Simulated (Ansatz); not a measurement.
**A computed series for NiGe: pressure series**

Consider NiGe (space group Pnma, No. 62; non-magnetic).

```
NiGe
1.0
    5.40742     0.00000     0.00000
    0.00000     3.47344     0.00000
    0.00000     0.00000     5.84671
Ni Ge
4 4
Direct
  0.50562   0.25000   0.69027
  0.00562   0.25000   0.80973
  0.49438   0.75000   0.30973
  0.99438   0.75000   0.19027
  0.68992   0.25000   0.08694
  0.18992   0.25000   0.41306
  0.31008   0.75000   0.91306
  0.81008   0.75000   0.58694
```

Cell and atoms are relaxed at each pressure.

Computed with plane-wave PAW DFT at the PBE level (Ansatz, a program for electronic structure, 420 eV), without spin-orbit coupling.

| pressure (GPa) | volume per atom (Å³/atom) |
|---|---|
| -2 | 13.942 |
| 0 | 13.727 |
| 0.9 | 13.634 |
| 2.1 | 13.517 |
| 4.5 | ? |
| 9 | 12.943 |
| 15 | 12.538 |
| 22.5 | 12.115 |
| 30 | 11.755 |

Fit the third-order Birch–Murnaghan form P(V) = (3B₀/2)[(V₀/V)^(7/3) − (V₀/V)^(5/3)]·[1 + (3/4)(B₀′ − 4)((V₀/V)^(2/3) − 1)] (squares taken in P) to the rows shown and predict the withheld row.

Least squares on the printed values gives V₀ = 13.726 Å³/atom, B₀ = 133 GPa, B₀′ = 4.8; this predicts 13.302 Å³/atom, and the run gives 13.301 Å³/atom, in agreement.

Load acts through the strain it causes; cell and atoms are relaxed under it. Stability against distortions was not tested. Competing high-pressure phases were not computed. Seeded moments were not kept for the base. All final runs are without spin polarisation.
